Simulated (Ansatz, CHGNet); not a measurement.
# Si₃N₄ (P6₃/m, No. 176): properties by level of theory

```
level (code)            equilibrium lattice constant a (Å)  lattice parameter c (Å)
----------------------  ----------------------------------  -----------------------
CHGNet 0.3.0 (CHGNet)                                7.669                    2.927
CHGNet-r²SCAN (CHGNet)                               7.600                    2.916
LDA (Ansatz)                                         7.574                    2.891
PBE-D3(BJ) (Ansatz)                                  7.620                    2.911
r²SCAN (Ansatz)                                      7.606                    2.906
r²SCAN-D4 (Ansatz)                                   7.589                    2.900
```

Ansatz's density-functional and Hartree–Fock values are scalar-relativistic unless marked +SOC, with PAW data made under PBE.

Static lattice: no zero-point or thermal effects.

Ansatz is an electronic-structure program.
